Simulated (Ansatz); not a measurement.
## What biaxial strain +2.50 %, plane normal [001], relaxed out of plane does to Ti

Base system: Ti in the hcp (Mg type) structure (space group P6_3/mmc, No. 194; a = 2.8644 Å, c = 4.5373 Å; relaxed with 0.1 eV smearing). Axes: x lies along a and z along c of the hexagonal cell.

It is then changed as follows: tensile biaxial strain of 2.50 % in the plane normal to [001], as in epitaxy on a mismatched substrate; the out-of-plane cell vector and the atoms relax.

The values are results of DFT with LDA, PAW potentials and a 420 eV plane-wave cutoff in Ansatz (an electronic-structure program), scalar-relativistic without spin-orbit coupling, not measurements. Settings: 23×23×13 k-points, 0.1 eV Fermi–Dirac smearing.

```csv
quantity,base,changed,shift
space group,P6_3/mmc (No. 194),P6_3/mmc (No. 194),–
shortest interatomic distance,2.807 Å,2.792 Å,-0.015 Å
"pressure (mean of the normal stresses, compression positive)",0.0 GPa,-3.1 GPa,-3.1 GPa
band gap,zero,zero,–
out-of-plane strain,–,-2.20 %,–
ratio −ε⊥/ε∥,–,0.88,–
mean in-plane stress (compression positive),–,-4.6 GPa,–
```

Final structure (turned so that z lies along the plane normal):

```xyz
2
Lattice="2.9360 0.0000 0.0000 1.4680 2.5426 0.0000 0.0000 0.0000 4.4376" Properties=species:S:1:pos:R:3 pbc="T T T"
Ti     2.9360     1.6951     3.3282
Ti     1.4680     0.8475     1.1094
```

No phonon test of stability was made. All final runs are without spin polarisation.
